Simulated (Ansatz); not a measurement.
Consider LiH in the zinc blende structure (space group F-43m, No. 216; a = 4.257 Å; a hypothetical phase, not in the database extracts checked).

The values are results of Ansatz (an electronic-structure program), PBEsol, PAW, cutoff 420 eV, no SOC, not measurements.

Before the change:

```
Quantity                       Value
-------------------  ---------------
Gap character        indirect, W → L
Smallest direct gap          5.12 eV
Density                   0.68 g/cm³
```

One thing is altered: every Li is replaced by Na, then cell and atoms are relaxed.

Problem. How does this affect the gap character?

Solution. The gap character is still indirect, W → L.

Problem. Estimate the effect on the smallest direct gap.

Solution. The smallest direct gap decreases by 0.98 eV to 4.14 eV.

Problem. Estimate the effect on the density.

Solution. The density goes up by 0.465 g/cm³ to 1.15 g/cm³.

No phonon test of stability was made. As relaxed here, NaH is a hypothetical phase, not in the database extracts checked.
